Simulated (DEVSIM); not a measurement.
System: Si p-i-n diode, at 300 K.

Layer 1 from the left is Si, thickness (μm) 1.20, Na (cm⁻³) 1.1e17, τn (s) 3.6e-5, τp (s) 3.6e-5. Layer 2 from the left is Si, thickness (μm) 1.30, Nd (cm⁻³) 9.6e11, τn (s) 3.6e-5, τp (s) 0.00036. Layer 3 from the left is Si, thickness (μm) 0.390, Nd (cm⁻³) 5.4e17, τn (s) 3.6e-5, τp (s) 3.6e-5.

Left contact: ohmic. Right contact: ohmic. Voltage is applied to the left contact. Recombination: SRH at mid-gap. Gap narrowing is on: ΔEg = 6.92 meV × (l + √(l² + 0.5)), l = ln(N/1.3e17 cm⁻³), shared equally by both band edges. Mobility is μmin + (μ − μmin)/(1 + (N/Nref)^α).

Constants are typed, rounded textbook-type inputs, not results; the design itself was drawn at random and stands for no fabricated device. Values at 300 K.

Si: gap (eV) 1.124, affinity (eV) 4.05, permittivity 11.7, Nc (cm⁻³) 2.86e19, Nv (cm⁻³) 3.1e19, μn (cm²/Vs) 1417, μp (cm²/Vs) 470, μn,min 52, μp,min 45, Nref,n 9.7e16, Nref,p 2.2e17, αn 0.68, αp 0.72.

DEVSIM, 1D drift-diffusion, Boltzmann statistics, complete ionisation; no tunnelling, impact ionisation, image-force lowering or self-heating.

### Question
What does the simulation give for the dark forward voltage at 100 A/cm², the dark forward voltage at 1 A/cm², the potential step across the device at zero bias?

### Answer
dark forward voltage at 100 A/cm² 0.742 V; dark forward voltage at 1 A/cm² 0.619 V; potential step across the device at zero bias 0.863 V.
